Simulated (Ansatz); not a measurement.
ZnSe (F-43m) under hydrostatic pressure: hole conductivity mass by r2SCAN with spin-orbit coupling, rigid bands (plane waves, PAW; Ansatz, an electronic-structure program). The unloaded cell, whose axes the loads refer to:

```yaml
crystal:
  lattice:
    - [0.00000, 2.83265, 2.83265]
    - [2.83265, 0.00000, 2.83265]
    - [2.83265, 2.83265, 0.00000]
  atoms:
    - { symbol: Zn, position: [0.00000, 0.00000, 0.00000] }
    - { symbol: Se, position: [0.75000, 0.75000, 0.75000] }
```

```
hydrostatic pressure (GPa)  volume per atom (Å³)  hole conductivity mass (mₑ)
--------------------------  --------------------  ---------------------------
-2                                         23.49                        0.713
0                                          22.73                            ?
2                                          22.09                        0.657
5                                          21.28                        0.625
10                                         20.20                        0.585
```

**Question.** Fit a straight line to ln(hole conductivity mass) against the load over the rows given, and predict the row at 0 GPa.

**Answer.** The means are x̄ = 3.750 GPa and ȳ = -0.4411; Σ(x − x̄)(y − ȳ) = -1.258 and Σ(x − x̄)² = 76.75, so the slope is -1.64 % per GPa, and the rows given lie within 0.86 % of the line. At 0 GPa the line gives 0.684 mₑ; the calculation gives 0.682 mₑ, 0.31 % from it.

Masses are for dilute carriers at 300 K, harmonic means over directions unless an axis is named. Stresses and pressures are the targets of the relaxation. The structure type is held at every load. Geometry: cell and atoms relaxed with r2SCAN.
